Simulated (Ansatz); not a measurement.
System: C11b WSi2. Method: r²SCAN+SOC (Ansatz, an electronic-structure program, PAW).

Settings: plane-wave cutoff 560 eV, 24×24×24 k mesh, Fermi–Dirac smearing 0.05 eV, PAW data made under PBE.

Cell (relaxed at this level):

Space group I4/mmm (No. 139); a = b = 3.2112 Å, c = 7.8014 Å, α = β = γ = 90.00°

```
atom  site  symmetry       x       y       z
----  ----  --------  ------  ------  ------
Si      4e       4mm  0.0000  0.0000  0.3348
W       2a     4/mmm  0.0000  0.0000  0.0000
```
(The calculation used a cell of 3 atoms; values per cell refer to that cell.)

Question: What does this level give for the bulk modulus and pressure derivative B′ of the bulk modulus?

Answer: 
- bulk modulus = 232 GPa
- pressure derivative B′ of the bulk modulus = 4.4

The run finds no gap.

Note: the bulk modulus comes from volumes at which shape and atoms were relaxed.

Static lattice: no zero-point or thermal effects.
